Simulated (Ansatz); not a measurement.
CsCaH3 (Pm-3m), Ansatz (a program for electronic structure) with PBEsol, rigid bands: N_c = 2.28e19 cm⁻³ at 300 K and an electron conductivity mass of 0.457 mₑ.

Q: For 1e17 electrons per cm³ at 300 K, place the Fermi level, estimate the Seebeck coefficient of a parabolic band with constant τ, and give mobility and conductivity for τ = 50 fs.

A: The level lies k_BT ln(N_c/n) = 0.140 eV below the conduction-band minimum. S ≈ −(k_B/e)[ln(N_c/n) + 5/2] = -683 μV/K, against -681 μV/K from the full bands (mean over directions). μ = eτ/m = 192 cm²/(V·s) and σ = neμ = 3.08 S/cm. τ is assumed, not computed.

Band transport and this doping are assumed; polarons and phonon drag are left out. Spin-orbit coupling is left out.

Computed structure with no diffraction record at hand here (it may be known, metastable or hypothetical): CsCaH3 (Pm-3m).
